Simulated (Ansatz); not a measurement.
BeS (model structure, started from the BN type, Pm-3n, No. 223, 12 atoms in the cell), treated with LDA (Ansatz, a quantum-chemistry and plane-wave program, plane waves, PAW).

Run with plane-wave cutoff 520 eV, 6×6×6 k mesh, Fermi–Dirac smearing 0.01 eV, scalar-relativistic PAW data made under PBE.

Computed at the level's own relaxed cell.

```
CELL_PARAMETERS angstrom
      5.91305     0.00000     0.00000
      0.00000     5.91305     0.00000
      0.00000     0.00000     5.91305
ATOMIC_POSITIONS crystal
  Be 0.25000 0.00000 0.50000
  Be 0.50000 0.25000 0.00000
  Be 0.50000 0.75000 0.00000
  Be 0.75000 0.00000 0.50000
  Be 0.00000 0.50000 0.75000
  Be 0.00000 0.50000 0.25000
  S  0.25000 0.50000 0.00000
  S  0.00000 0.25000 0.50000
  S  0.00000 0.75000 0.50000
  S  0.75000 0.50000 0.00000
  S  0.50000 0.00000 0.75000
  S  0.50000 0.00000 0.25000
```

Q: List the 34 lowest band energies at Γ above −25 eV (eV, relative to the valence band maximum), grouping those that round alike.

A: At Γ: -13.81, -12.88 (×2), -11.49 (×3), -6.26 (×2), -5.96, -4.76 (×3), -2.94 (×3), -2.22 (×3), -1.92 (×3), 0.00 (×3), 3.68 (×3), 3.89, 4.30 (×3), 4.67, 5.97 (×2).

Note: the relaxation could raise the start's symmetry but not lower it, so the cell can be a saddle point.

A model structure was made by putting elements into a prototype or built by hand; it is no filed structure, need not be a known phase, and can be a saddle point held by its symmetry.
